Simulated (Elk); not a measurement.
Band structure of Cu₃Au (Pm-3m, 4 atoms in the cell).

```yaml
crystal:
  lattice:
    - [3.79387, 0.00000, 0.00000]
    - [0.00000, 3.79387, 0.00000]
    - [0.00000, 0.00000, 3.79387]
  atoms:
    - { symbol: Cu, position: [0.00000, 0.50000, 0.50000] }
    - { symbol: Cu, position: [0.50000, 0.00000, 0.50000] }
    - { symbol: Cu, position: [0.50000, 0.50000, 0.00000] }
    - { symbol: Au, position: [0.00000, 0.00000, 0.00000] }
```

Level of theory: PBE, all-electron FP-LAPW, Elk's shipped species files, APW+lo basis with extra local orbitals (Elk 10.2.4).

Settings: xctype = 20; rgkmax = 7.5; stype = 0; swidth = 0.00183747 Ha; ngridk = 9 9 9; gmaxvr = 16 1/bohr; nxlo = 2; lorbcnd = true; rmtscf = 0.92; lmaxi = 2; maxscl = 100.

The starting cell has typed, rounded lattice constants, without a prior relaxation at this level. Its lattice was rescaled by a random factor within 2.5 % of one. Spin-orbit coupling is off. Spin polarisation is off. Values depend on the basis (sphere radii, cutoffs, local orbitals), which need not be converged.

Levels in eV from the Fermi level, bands 38 to 45:
```csv
point,38,39,40,41,42,43,44,45
Γ,-1.34,-1.34,-1.34,1.22,1.22,1.22,5.74,7.15
X,-1.93,-1.85,-1.47,-1.35,5.64,5.64,6.31,6.31
M,-2.14,-2.07,-0.52,-0.52,-0.43,0.26,8.30,9.20
R,-1.55,-1.55,-1.06,-1.00,-1.00,-1.00,2.33,3.86
```

Bands cross the Fermi level along this path, so the cell is metallic at this level.
